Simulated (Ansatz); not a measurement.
Consider WSe2 (space group P6_3/mmc, No. 194; a = 3.279 Å, c = 12.786 Å; layered, stacked along the Cartesian z axis).

Level of theory: PBE-D3(BJ), PAW, 420 eV (Ansatz, a program for electronic structure; no spin-orbit coupling).

Before the change:

The valence-band top at Γ is 0.00, -0.96, -1.20 eV.

Perturbation: an isotropic linear strain of −2.40 %; the atoms relax in the strained cell.

### Question
Estimate the effect on the energy relative to the base and valence-band top at Γ.

### Answer
The energy goes up by 23 meV/atom; the valence-band top at Γ (three highest levels, from the VBM) changes from 0.00, -0.96, -1.20 eV to 0.00, -0.81, -1.22 eV.

Spin-orbit coupling, missing from the scalar runs, can matter with W. The levels and masses belong to the bands next to the band gap. No phonon test of stability was made.
